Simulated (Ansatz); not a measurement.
## Cu, response to strain

Base system: Cu in the fcc (Cu type) structure (space group Fm-3m, No. 225; a = 3.564 Å). Axes: x, y, z lie along the cube axes.

Strains are applied to the cell and any free atomic positions relax; under biaxial strain the out-of-plane vector relaxes too.

Calculations: PBEsol, PAW, 420 eV (Ansatz, a quantum-chemistry and plane-wave program; spin-orbit coupling left out).

Notes on the quantities. energy relative to the base: free energy F; pressure: mean of the normal stresses, compression positive.

```csv
variant,shortest interatomic distance,energy relative to the base,pressure,space group
base,4.762 bohr,0 meV/atom,0.0 GPa,Fm-3m (No. 225)
"biaxial strain −3.51 %, plane normal [111], relaxed out of plane",4.595 bohr,+34 meV/atom,9.7 GPa,R-3m (No. 166)
"biaxial strain +1.75 %, plane normal [111], relaxed out of plane",4.753 bohr,+6.8 meV/atom,-3.5 GPa,R-3m (No. 166)
isotropic strain +5.55 %,5.026 bohr,+133 meV/atom,-18.1 GPa,Fm-3m (No. 225)
uniaxial strain ε_xx = +0.72 %,4.762 bohr,[?],[?],I4/mmm (No. 139)
uniaxial strain ε_yy = +0.57 %,4.762 bohr,+0.2 meV/atom,-0.9 GPa,I4/mmm (No. 139)
uniaxial strain ε_zz = −4.66 %,4.652 bohr,+18 meV/atom,9.1 GPa,I4/mmm (No. 139)
uniaxial strain ε_zz = +1.31 %,4.762 bohr,+1.3 meV/atom,-2.1 GPa,I4/mmm (No. 139)
tensor shear ε_xz = −1.44 %,4.693 bohr,+3.0 meV/atom,0.1 GPa,Immm (No. 71)
tensor shear ε_xy = −1.65 %,4.683 bohr,+3.9 meV/atom,0.2 GPa,Immm (No. 71)
```

What belongs in the blanks?


- uniaxial strain ε_xx = +0.72 %, energy relative to the base: +0.4 meV/atom
- uniaxial strain ε_xx = +0.72 %, pressure: -1.2 GPa

Without a gap, meshes like the base's 22×22×22 leave anisotropic stresses uncertain by several tenths of a GPa, and small strain energies with them. Stability against distortions was not tested. The final runs are not spin-polarised.
